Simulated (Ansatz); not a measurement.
Take HgTe in the zinc blende structure (space group F-43m, No. 216; a = 6.651 Å) as the base.

Calculations: PBE (Ansatz, a quantum-chemistry and plane-wave program), spin-orbit coupling left out.

For the base:

```
Item                   Value
-------------------  -------
Lattice parameter a  6.651 Å
```

It is then changed as follows: cell and atoms relaxed at a pressure of 15 GPa.

**Question.** How does this affect the lattice parameter a?

**Answer.** The lattice parameter a shrinks by 0.5065 Å (6.651 Å → 6.144 Å).

Load acts through the strain it causes; cell and atoms are relaxed under it. No phonon test of stability was made. Tetrahedral semiconductors of this kind turn to denser phases somewhere between about 1 and 50 GPa; those were not computed, so compressed cells here can lie past the real transition. All final runs are without spin polarisation.
